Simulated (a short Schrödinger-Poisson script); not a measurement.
**Gated Al0.4Ga0.6N/GaN polarisation-induced gas**

Stack: gated Al0.4Ga0.6N/GaN polarisation-induced gas, at 77 K.

| layer | material | thickness (nm) | Na (cm⁻³) |
|---|---|---|---|
| 1 | Al0.4Ga0.6N | 15 | - |
| 2 | GaN | 6000 | 5e14 |

The device is made up for the run: typed textbook-type constants, with dimensions and the other settings drawn at random. Al0.4Ga0.6N: permittivity 9.26, conduction-band edge (eV) 0.58, gap (eV) 4.258, electron mass (mₑ) 0.248, Nv at 300 K (cm⁻³) 4.6e19. GaN: permittivity 9.5, conduction-band edge (eV) 0, gap (eV) 3.43, Nv at 300 K (cm⁻³) 4.6e19.

Channel valleys (confinement mass, in-plane density-of-states mass, number): Γ 0.2, 0.2, 1. At the gate the conduction-band edge of layer 1 lies 1.36 eV − eVg above the Fermi level of the channel; the field vanishes at the back. Sheet of polarisation charge: +2e13 e/cm² at 15 nm from the gate. The barrier under the gate holds no holes. Gaps are held at their typed values at every temperature. Mesh 0.08 nm at interfaces.

Solved with a short Schrödinger-Poisson script written for these runs: 1D Poisson equation in equilibrium, electrons quantum, Hartree (BenDaniel-Duke, 40 states a valley, the channel's in-plane mass for all, wave functions free to enter the barrier), parabolic valleys, classical holes, full ionisation, no traps, pinning or gate leakage.

```csv
Vg (V),electrons (cm⁻²),in the channel layer,C (μF/cm²),Γ E0 (meV),Γ E1 (meV)
0.5,1.72e13,1.58e13,0.520,-180.6,-23.9
0.15,1.60e13,1.48e13,0.518,-169.9,-21.2
-0.2,1.49e13,1.39e13,0.516,-159.0,-18.5
-0.55,1.38e13,1.29e13,0.514,-148.0,-15.9
-0.9,1.27e13,1.20e13,0.512,-136.9,-13.4
-1.25,1.16e13,1.10e13,0.510,-125.8,-10.9
-1.6,1.04e13,9.99e12,0.508,-114.5,-8.5
-1.95,9.33e12,8.98e12,0.506,-103.1,-6.0
-2.3,8.23e12,7.96e12,0.504,-91.7,-3.4
-2.65,7.13e12,6.93e12,0.501,-80.1,-0.8
-3,6.04e12,5.90e12,0.498,-68.4,2.0
-3.35,4.96e12,4.86e12,0.495,-56.6,5.0
-3.7,3.88e12,3.82e12,0.490,-44.7,8.4
-4.05,2.82e12,2.78e12,0.484,-32.6,12.3
-4.4,1.77e12,1.75e12,0.475,-20.3,16.5
-4.75,7.50e11,7.47e11,0.453,-6.6,21.4
-5.1,3.66e6,3.66e6,0.00327,79.6,98.1
```

Gate voltages with under 1e6 electrons/cm² are left out.

Subbands count from the Fermi level.
